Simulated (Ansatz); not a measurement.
Worked example: self-consistent single point of NaGa (Cm, 4 atoms in the cell) in Ansatz (a first-principles code).

Method of the run: LDA (PW92), default PAW files made with PBE (plane waves; Ansatz).

```
CELL_PARAMETERS angstrom
      3.01918    -3.38665     0.00000
      3.01918     3.38665     0.00000
      0.00000     0.00000     4.88306
ATOMIC_POSITIONS crystal
  Na 0.63461 0.36539 0.26024
  Na 0.36539 0.63461 0.75000
  Ga 0.08656 0.91344 0.25000
  Ga 0.91344 0.08656 0.75000
```

Reference input (self-consistent single point, DFT, LDA (PW92), plane waves, default PAW files made with PBE): basis.ecutwfc = 420 eV; kpoints.mp_grid.grid = 5 5 5; hamiltonian.xc = lda; hamiltonian.pseudopotentials = {kind: paw} (the program's default PAW files); scf.occupations.method = gaussian; scf.occupations.width = 0.1 eV. This run's input differs from it in these lines:

Ansatz 0.2 input:
```diff
@@ -11,3 +11,3 @@
 basis:
-  ecutwfc: 420.0
+  ecutwfc: 190.0
 kpoints:
```

Output, abridged:

```
SCF iter   1: F=—  HF=-10323.242645 eV  |F-HF|=—  |Δ(HF+E_count)|=         —  Δρ=7.73e-2  dr2=2.17e0  ethr=1.77e-3  ⟨swp⟩=4.8  Hψ=4365  notcnv=0
all-band conjugate gradients solve this SCF's bands
preconditioner: auto → LDOS
SCF iter   2: F=—  HF=-10319.210801 eV  |F-HF|=—  |Δ(HF+E_count)|=    4.03e0  Δρ=8.12e-2  dr2=4.23e0  ethr=1.77e-3  ⟨swp⟩=3.1  Hψ=3123  notcnv=0  defer=20
   [... lines left out ...]
SCF iter   5: F=—  HF=-10315.768006 eV  |F-HF|=—  |Δ(HF+E_count)|=   6.46e-4  Δρ=5.02e-4  dr2=3.56e-4  ethr=5.01e-6  ⟨swp⟩=2.0  Hψ=1816  notcnv=0  defer=20
SCF iter   6: F=—  HF=-10315.767914 eV  |F-HF|=—  |Δ(HF+E_count)|=   9.23e-5  Δρ=2.14e-4  dr2=4.07e-5  ethr=8.08e-7  ⟨swp⟩=2.1  Hψ=1825  notcnv=0  defer=20
SCF iter   7: F=—  HF=-10315.767906 eV  |F-HF|=—  |Δ(HF+E_count)|=   7.74e-6  Δρ=4.91e-5  dr2=2.15e-6  ethr=9.25e-8  ⟨swp⟩=3.0  Hψ=1930  notcnv=0  defer=20
SCF iter   8: F=-10315.767905 eV  HF=-10315.767905 eV  |F-HF|=1.93e-8  |Δ(HF+E_count)|=   7.91e-7  Δρ=7.37e-6  dr2=4.55e-8  ethr=2.27e-10  ⟨swp⟩=4.5  Hψ=4069  notcnv=0
SCF 1 converged in 8 iterations: F = -10315.767905 eV  dr2 = 4.55e-8
Free energy (F): -10315.767905 eV
Internal energy: -10315.755187 eV  (E = F + TS)
E sigma→0 (E₀):  -10315.761546 eV
Entropy (-TS):   -0.012719 eV (-3.180 meV/atom)
Fermi energy:    4.595111 eV
--- Forces (eV/Å), atoms counted from 1 ---
  atom   1  Na     0.00000000    -0.02807928    -0.11626358
  atom   2  Na    -0.00000000     0.02973492     0.03837882
  atom   3  Ga     0.00000000     0.21984464     0.00753357
  atom   4  Ga    -0.00000000    -0.22150133     0.07041126
--- Stress (GPa, compression-positive) ---
       -0.931034      -0.000000       0.000000
       -0.000000      -0.686266      -0.198490
        0.000000      -0.198490      -3.219189
  P = ⅓ Tr σ = -1.6122 GPa (-16.122 kbar)
  The stress holds the Pulay correction. Without it, at fixed plane waves, as pw.x and ABINIT print it: P = -210.7195 GPa
```

The run converged in 8 iterations. Against the reference run the free energy goes up by 7.74 eV/atom, the pressure goes from -2.33 to -1.61 GPa and the largest force goes from 0.273 to 0.232 eV/Å.

The starting cell comes from a database of computed structures (which also holds hypothetical and non-ambient phases and stackings), without a prior relaxation at this level. Its lattice was rescaled by up to half a per cent. One atom was moved a little off its site on purpose. Ansatz's pressure includes its estimate of the finite-basis (Pulay) stress. Without the estimate this run gives -210.72 GPa. The cutoff lies below the one recommended for these files.
